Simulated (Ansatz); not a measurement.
For HgCdSe2 (R3m, No. 160, 4 atoms in the cell; start mp-1226733), PBEsol (Ansatz, a quantum-chemistry and plane-wave program, PAW) gives:

| Quantity | Result |
|---|---|
| equilibrium lattice constant a | 4.323 Å |
| lattice parameter c | 21.113 Å |

Question: What does r²SCAN (Ansatz, PAW) give for the same quantities?

Answer: 
- lattice constant a: 4.359 Å (grows by 0.8 %)
- lattice parameter c: 21.294 Å (goes up by 0.9 %)

Changes are worked out from the printed values.

Unless a cell is named, each level is at its own relaxed cell (PBEsol 28.48, r²SCAN 29.20 Å³/atom).

Levels without +SOC leave out spin–orbit coupling, which shifts energies and cells of such heavy elements.

Caveats: the relaxation could not lower the start's symmetry, so the cell can be a saddle point above a distorted one (PBEsol, r²SCAN). Ansatz's density-functional and Hartree–Fock values are scalar-relativistic unless marked +SOC, with PAW data made under PBE.

A start named mp-… is a Materials Project structure, which need not be a measured phase.
